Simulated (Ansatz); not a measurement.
CuI: thickness series

Start from CuI (space group P-3m1, No. 164; a = 4.0949 Å, c = 7.2120 Å; a cell from a computed database, its experimental status unchecked; layered, stacked along the Cartesian z axis).

Free-standing slabs (4 atom(s) a layer) normal to the stacking axis with 15 Å of vacuum; in-plane cell relaxed.

Computed with DFT with r2SCAN+rVV10, PAW potentials and a 500 eV plane-wave cutoff in Ansatz (a quantum-chemistry and plane-wave program), spin-orbit coupling left out.

Notes on the quantities. excess energy per area of both faces: slab less bulk energy over the cell's area: twice a surface energy; electron mass: in plane.

| change | in-plane lattice parameter a | band gap | thickness between the outermost nuclei | excess energy per area of both faces | electron mass |
|---|---|---|---|---|---|
| base | 4.095 Å | 2.09 eV | – | – | – |
| 1 layer | 4.097 Å | 2.58 eV | 3.82 Å | 0.26 J/m² | 0.37 mₑ (at Γ) |
| 2 layers | 4.096 Å | ? | ? | 0.27 J/m² | ? |
| 3 layers | 4.096 Å | 2.25 eV | 18.26 Å | 0.27 J/m² | 0.31 mₑ (at Γ) |

Task: Fill in the withheld entries from the trend.

Result: 
- 2 layers, band gap: 2.34 eV
- 2 layers, thickness between the outermost nuclei: 11.06 Å
- 2 layers, electron mass: 0.32 mₑ (at Γ)

Slab and bulk use different k-meshes, which limits the precision of the excess energy. Spin-orbit coupling, missing from the scalar runs, can matter with I. Masses are band curvatures over ±0.01 Å⁻¹ around the edge. Stability against distortions was not tested. The final runs are not spin-polarised. This is not the structure that CuI has at room temperature and ambient pressure.
